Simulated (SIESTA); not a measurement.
Worked example: self-consistent single point of LaMg₂H₇ (P4_12_12, 40 atoms in the cell) in SIESTA.

Method of the run: SIESTA with GGA PBEsol, numerical atomic orbitals DZP, PseudoDojo PBEsol standard norm-conserving potentials (rewritten from UPF to PSML).

```xyz
40
Lattice="6.3377 0.0000 0.0000 0.0000 6.3377 0.0000 0.0000 0.0000 9.5362" Properties=species:S:1:pos:R:3 pbc="T T T"
La     4.8849     1.4528     7.1522
La     1.7161     1.7161     0.0000
La     1.4528     4.8849     2.3841
La     4.6217     4.6217     4.7681
Mg     3.3208     1.5053     3.7886
Mg     1.6635     0.1519     6.1726
Mg     3.0169     4.8324     8.5567
Mg     4.6742     6.1858     1.4045
Mg     0.1519     1.6635     3.3636
Mg     4.8324     3.0169     0.9796
Mg     6.1858     4.6742     8.1317
Mg     1.5053     3.3208     5.7477
H      3.3738     2.9666     5.9251
H      0.2022     0.2050     8.3092
H      2.9639     3.3711     1.1570
H      6.1355     6.1328     3.5411
H      0.2050     0.2022     1.2270
H      3.3711     2.9639     8.3792
H      6.1328     6.1355     5.9951
H      2.9666     3.3738     3.6111
H      3.6013     0.4108     5.4478
H      2.7581     0.4324     7.8318
H      2.7364     5.9269     0.6796
H      3.5797     5.9053     3.0637
H      0.4324     2.7581     1.7044
H      5.9269     2.7364     8.8566
H      5.9053     3.5797     6.4725
H      0.4108     3.6013     4.0885
H      5.0775     2.1311     4.7105
H      1.0377     1.9086     7.0946
H      1.2603     4.2066     9.4786
H      5.3000     4.4291     2.3265
H      1.9086     1.0377     2.4417
H      4.2066     1.2603     0.0576
H      4.4291     5.3000     7.2098
H      2.1311     5.0775     4.8257
H      1.6355     4.7023     7.1522
H      4.8043     4.8043     0.0000
H      4.7023     1.6355     2.3841
H      1.5334     1.5334     4.7681
```

Reference input (self-consistent single point, DFT, GGA PBEsol, numerical atomic orbitals DZP, PseudoDojo PBEsol standard norm-conserving potentials (rewritten from UPF to PSML)): XC.functional = GGA; XC.authors = PBEsol; potentials = PseudoDojo PBEsol standard; PAO.BasisSize = DZP; PAO.EnergyShift = 0.005 Ry; MeshCutoff = 400 Ry; kgrid.MonkhorstPack = 3 3 2; OccupationFunction = MP; OccupationMPOrder = 0; ElectronicTemperature = 0.05 eV; MaxSCFIterations = 150; SCF.Mixer.Method = Pulay. This run's input differs from it in these lines:

```diff
@@ -65,2 +65,3 @@
 PAO.EnergyShift              0.005 Ry
+PAO.SoftDefault              false
 MeshCutoff                   400 Ry
```

The program printed (abridged):

```
        iscf     Eharris(eV)        E_KS(eV)     FreeEng(eV)     dDmax    Ef(eV) dHmax(eV)
   scf:    1   -17093.919752   -17168.358846   -17168.358846  1.773548 -6.197171  5.550470
   scf:    2   -17174.118828   -17171.354109   -17171.354109  0.071908 -7.215070  3.729014
   scf:    3   -17174.597426   -17173.329153   -17173.329153  0.148527 -6.015063  0.378337
   scf:    4   -17173.364740   -17173.353571   -17173.353571  0.038438 -6.086783  0.102138
   scf:    5   -17173.355195   -17173.354521   -17173.354521  0.003057 -6.125779  0.044998
   scf:    6   -17173.354943   -17173.354772   -17173.354772  0.005215 -6.145428  0.002276
   scf:    7   -17173.354773   -17173.354773   -17173.354773  0.000200 -6.145982  0.001734
   scf:    8   -17173.354774   -17173.354773   -17173.354773  0.000151 -6.146480  0.000625
   scf:    9   -17173.354774   -17173.354774   -17173.354774  0.000061 -6.146663  0.000084
SCF Convergence by DM+H criterion
max |DM_out - DM_in|         :     0.0000607391
max |H_out - H_in|      (eV) :     0.0000842950
SCF cycle converged after 9 iterations

Using DM_out to compute the final energy and forces

siesta: E_KS(eV) =           -17173.3548

siesta: E_KS - E_eggbox =    -17173.3548

siesta: Atomic forces (eV/Ang):
     1    0.094258   -0.094258    0.000000
     2    0.094258    0.094258   -0.000000
     3   -0.094258    0.094258    0.000000
   [... 37 lines left out ...]
   Tot    0.000000   -0.000000   -0.000000
   Max    0.148934
   Res    0.061395    sqrt( Sum f_i^2 / 3N )
   Max    0.148934    constrained

Stress tensor Voigt[x,y,z,yz,xz,xy] (kbar):      -14.33      -14.33      -16.90        0.00       -0.00        0.00
(Free)E + p*V (eV/cell)   -17169.7239
Target enthalpy (eV/cell)   -17173.3548

   [... lines left out ...]
siesta: FreeEng =    -17173.354774
siesta: Cell volume =        383.040049 Ang**3
siesta:          15.18729401         14.46405385  kBar
   [... lines left out ...]
     5     0.951713    9.048287  Mg
     6     0.951713    9.048287  Mg
     7     0.951713    9.048287  Mg
     8     0.951713    9.048287  Mg
     9     0.951713    9.048287  Mg
    10     0.951713    9.048287  Mg
    11     0.951713    9.048287  Mg
    12     0.951713    9.048287  Mg
    13    -0.370656    1.370656  H
    14    -0.370656    1.370656  H
    15    -0.370656    1.370656  H
   [... 25 lines left out ...]
 Total    -0.000000
```

The run converged in 9 iterations. Against the reference run the free energy rises by 13.9 meV/atom, the pressure moves little (1.45 to 1.52 GPa), the largest force hardly changes (0.181 to 0.179 eV/Å) and the gap on the mesh moves little (2.304 to 2.299 eV).

The starting cell comes from a database of computed structures (which also holds hypothetical and non-ambient phases and stackings), without a prior relaxation at this level. Values carry the incompleteness of an atom-centred basis.

Cost on one core of a shared machine: roughly 2 min.
